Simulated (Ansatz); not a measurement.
## Ta$_{3}$Os (Fm-3m) against Cu in narrow wires

Ta$_{3}$Os (Fm-3m) has a bulk resistivity ρ₀ of 6.59 μΩ·cm and a mean free path ℓ of 17.4 nm. Cu (Fm-3m) has a bulk resistivity ρ₀ of 1.66 μΩ·cm and a mean free path ℓ of 40.5 nm. Both at 300 K by PBEsol, DFPT electron-phonon coupling, linearised Boltzmann equation (plane waves, PAW, scalar-relativistic; Ansatz, a program for electronic structure); third figures are kept for the arithmetic, and halving the electron mesh moves ρ₀ by up to 2 and 1 % at 300 K, and ℓ by up to 1 and 1 % (the most at any temperature). Cell of Ta$_{3}$Os (Fm-3m): a = b = c = 4.5287 Å, α = β = γ = 60.00°.

Square wire of width d: ρ = ρ₀ {1 + (3/4)(1 − p) ℓ/d + (3/2) [R/(1 − R)] ℓ/D}, with p = 0, R = 0.15, D = d.

Question: What are ρ₀ℓ and ρ(d)?

Answer: With D = d the size term is Kρ₀ℓ/d, K = 0.75 × 1.0 + 1.5 × 0.15/0.85 = 1.01. Ta$_{3}$Os (Fm-3m): ρ₀ℓ = 11.5×10⁻¹⁶ Ω·m², ρ = 6.59 + 116/d. Cu: 6.72×10⁻¹⁶ Ω·m², ρ = 1.66 + 67.9/d (μΩ·cm, d in nm).

Question: Where, if anywhere, do the two curves cross in favour of Ta$_{3}$Os (Fm-3m)?

Answer: Nowhere: neither ρ₀ nor ρ₀ℓ of Ta$_{3}$Os (Fm-3m) lies under that of Cu.

Question: Give copper a liner of 2.5 nm on each side that carries no current, and suppose that Ta$_{3}$Os (Fm-3m) needs no liner. Tabulate ρL/d² for L = 1 μm against the trench width w. Take w = 12, 16, 18, 30 nm.

Answer: 
| w (nm) | ρ, Ta$_{3}$Os (Fm-3m) (μΩ·cm) | Ω/μm, Ta$_{3}$Os (Fm-3m) | core d (nm) | ρ, Cu (μΩ·cm) | Ω/μm, Cu |
|---|---|---|---|---|---|
| 12 | 16.2 | 1130 | 7 | 11.4 | 2300 |
| 16 | 13.8 | 540 | 11 | 7.8 | 650 |
| 18 | 13.0 | 400 | 13 | 6.9 | 410 |
| 30 | 10.5 | 116 | 25 | 4.4 | 70 |

The line of Ta$_{3}$Os (Fm-3m) has the lower resistance at w = 12, 16, 18 nm. The line of Cu has the lower resistance at w = 30 nm. At 18 nm the two differ by less than the mesh changes allow to tell. For Cu, d lies under 0.3 ℓ at w = 12, 16 nm, where the formula is only a guide.

The formula is the first-order form of the Fuchs-Sondheimer and Mayadas-Shatzkes models for a square wire of an isotropic metal and fails where d lies far under ℓ. Specularity, reflection and grain size are typed assumptions. Defining ℓ as one path for all states would lower each ρ₀ℓ, not all alike. Only harmonic phonons scatter in ρ₀; disorder, surface states and the phase's stability aren't judged.

Computed structure with no diffraction record at hand here (it may be known, metastable or hypothetical): Ta3Os (Fm-3m). The missing spin-orbit coupling matters most for Ta3Os (Fm-3m).
